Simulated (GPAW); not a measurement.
Worked example: self-consistent single point of Ba (Im-3m, 1 atom in the cell) in GPAW.

Method: PBE, GPAW PAW datasets PBE (gpaw-data 1.0.1) (plane waves; GPAW 25.7.0).

The change in words: lattice scaled by 0.98. Reference geometry:
```xyz
1
Lattice="-2.5343 2.5343 2.5343 2.5343 -2.5343 2.5343 2.5343 2.5343 -2.5343" Properties=species:S:1:pos:R:3 pbc="T T T"
Ba     0.0000     0.0000     0.0000
```

Reference input (self-consistent single point, DFT PBE, plane waves, GPAW PAW datasets PBE (gpaw-data 1.0.1)): mode = pw; ecut = 600 eV; xc = PBE; kpts = 9 9 9; mesh shift (steps) = 0 0 0; occupations.name = fermi-dirac; occupations.width = 0.1 eV; nbands = -5; convergence.density = 1e-05 e/electron; convergence.energy = 1e-05 eV/electron; symmetry.symmorphic = false; symmetry.tolerance = 0.0005. This run's input differs from it in these lines:

```diff
@@ -5,5 +5,5 @@
 atoms = Atoms(['Ba'],
-              cell=[[-2.534347, 2.534347, 2.534347],
-                    [2.534347, -2.534347, 2.534347],
-                    [2.534347, 2.534347, -2.534347]],
+              cell=[[-2.483660, 2.483660, 2.483660],
+                    [2.483660, -2.483660, 2.483660],
+                    [2.483660, 2.483660, -2.483660]],
               positions=[[0.000000, 0.000000, 0.000000]],
```

Output (repeated stretches shortened):

```
     iter     time        total  log10-change:
                         energy   eigst   dens
iter:   1 --:--:--    -1.786846
iter:   2 --:--:--    -2.003192   -0.90  -1.18
iter:   3 --:--:--    -1.968335   -1.66  -1.21
iter:   4 --:--:--    -1.869254   -2.00  -1.32
iter:   5 --:--:--    -1.869193   -3.44  -2.03
iter:   6 --:--:--    -1.869501   -4.02  -2.10
iter:   7 --:--:--    -1.868033   -4.12  -2.13
iter:   8 --:--:--    -1.868029   -5.89  -3.30
iter:   9 --:--:--    -1.868081c  -5.60  -3.18
iter:  10 --:--:--    -1.868029c  -5.45  -3.04
iter:  11 --:--:--    -1.868030c  -7.57c -4.38
iter:  12 --:--:--    -1.868029c  -7.96c -4.61
iter:  13 --:--:--    -1.868029c  -9.16c -4.42
iter:  14 --:--:--    -1.868030c  -8.96c -4.59
iter:  15 --:--:--    -1.868030c  -9.52c -5.07c
Converged after 15 iterations.

Dipole moment: (-0.000000, -0.000000, 0.000000) |e|*Ang

Energy contributions relative to reference atoms: (reference = -221277.842511)

Kinetic:         +0.791042
Potential:       +1.279290
External:        +0.000000
XC:              -3.875133
Entropy (-ST):   -0.044155
Local:           -0.041151
SIC:             +0.000000
--------------------------
Free energy:     -1.890107
Extrapolated:    -1.868030

Showing only first 2 kpts
 Kpt  Band  Eigenvalues  Occupancy
  0     3     -8.56337    2.00000
  0     4      2.45704    2.00000
  0     5      7.07735    0.00000
  0     6      7.07735    0.00000

  1     3     -8.56380    2.00000
  1     4      2.69224    2.00000
  1     5      6.88736    0.00000
  1     6      6.95653    0.00000

Fermi level: 5.23025

No gap
No difference between direct/indirect transitions
Energy (eV): -1.86803

Forces in eV/Ang:
  0 Ba   -0.00000   -0.00000   -0.00000

Stress tensor:
    -0.002274    -0.000000    -0.000000
    -0.000000    -0.002274     0.000000
    -0.000000     0.000000    -0.002274
Stress (GPa, Voigt): [-0.3643 -0.3643 -0.3643  0.     -0.     -0.    ]
```

The run converged in 15 iterations. GPAW prints stress with tension positive. Against the reference run the free energy rises by 2.1 meV/atom and the pressure goes from -0.17 to 0.36 GPa.

The starting cell has typed, rounded lattice constants, without a prior relaxation at this level. Its lattice was rescaled by a random factor within 2.5 % of one. For this run, on top of that: lattice scaled by 0.98.
